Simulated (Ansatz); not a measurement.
Cost and result by functional for the adsorption energy of F on the 1x1 (110) surface of 3C silicon carbide (cut with top plane C + Si), one in a 2x2 cell, started at the site 'hollow C-C-Si-Si', in Ansatz (plane waves, PAW). Single points on the PBE structure, on one kind of machine; costs are rough ratios of the slab run's core time (references not counted) to the cheapest single point. r2SCAN's cost holds its higher cutoff (500 against 420 eV). Differences are taken against r2SCAN for comparison alone: no measured value is at hand, so the table doesn't rank accuracy.

Host crystal: 3C silicon carbide, with a band gap (PBE, scalar-relativistic without spin-orbit coupling).

Set-up: 49 atoms, 7.7 Å thick at the start under the adsorbate (thin: gaps and levels are the slab's own); mesh 3x3x1; 0.01 eV smearing; dipole correction on; 24 atoms held, the rest relaxed; held to the start's symmetry, so lower structures may exist; spin-polarised, ending with about 1.0 μB a cell; orders that need a larger cell were not tried, no spin-orbit, no U, no dispersion correction. At the end it is bonded to Si. In PBE it is, or lies within 0.03 eV of, the lowest of the starts that converged. These notes are the PBE run's. RPBE: The program's check for a lower electronic state was not made. r2SCAN: The program's check for a lower electronic state was not made. Adsorption energies are against ½ F2(g). A negative adsorption energy means that the adsorbate is more stable on the surface than in its reference.

| functional | relative cost | adsorption energy (eV) | less r2SCAN (eV) |
|---|---|---|---|
| RPBE | 1 | -4.01 | 0.50 |
| r2SCAN | 2 | -4.51 | 0.00 |
| PBE (the relaxed run's value) | – | -4.14 | 0.37 |

The values span 0.50 eV, while the single points' costs differ by a factor of roughly 2. Differences are of unrounded values.

Ansatz is a quantum-chemistry and plane-wave program.
